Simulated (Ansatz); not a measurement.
# WS2: element substitutions

Take WS2 in the 2H-MoS2 type structure (space group P6_3/mmc, No. 194; layered, stacked along the Cartesian z axis) as the base.

```cif
data_S4W2
_chemical_formula_sum 'W2 S4'
_space_group_name_H-M_alt 'P 1'
_space_group_IT_number 1
_cell_length_a 3.11481
_cell_length_b 3.11481
_cell_length_c 11.77307
_cell_angle_alpha 90.000
_cell_angle_beta 90.000
_cell_angle_gamma 120.000
loop_
_space_group_symop_operation_xyz
  'x, y, z'
loop_
_atom_site_label
_atom_site_type_symbol
_atom_site_fract_x
_atom_site_fract_y
_atom_site_fract_z
_atom_site_occupancy
W1 W 0.33333 0.66667 0.25000 1
W2 W 0.66667 0.33333 0.75000 1
S1 S 0.33333 0.66667 0.61646 1
S2 S 0.66667 0.33333 0.11646 1
S3 S 0.66667 0.33333 0.38354 1
S4 S 0.33333 0.66667 0.88354 1
```

Each row replaces one element on all its sites; cell and atoms are relaxed.

All numbers come from PBEsol-D3(BJ) (Ansatz, a program for electronic structure), no spin-orbit coupling.

```tsv
change	band gap	shortest interatomic distance	c/a ratio
base	0.65 eV	238.9 pm	3.780
S → Cl	zero	251.5 pm	4.385
W → Mo	0.52 eV	238.0 pm	3.766
W → Re	zero	238.8 pm	3.881
```

Spin-orbit coupling, missing from the scalar runs, can matter with W. Stability against distortions was not tested. As relaxed here, WCl2 and ReS2 are hypothetical phases, not in the database extracts checked. No Hubbard U is applied, and correlation can decide whether such a compound is a metal. All final runs are without spin polarisation. WCl2 and ReS2 have a high density of states at the Fermi level and may be magnetic at this level.
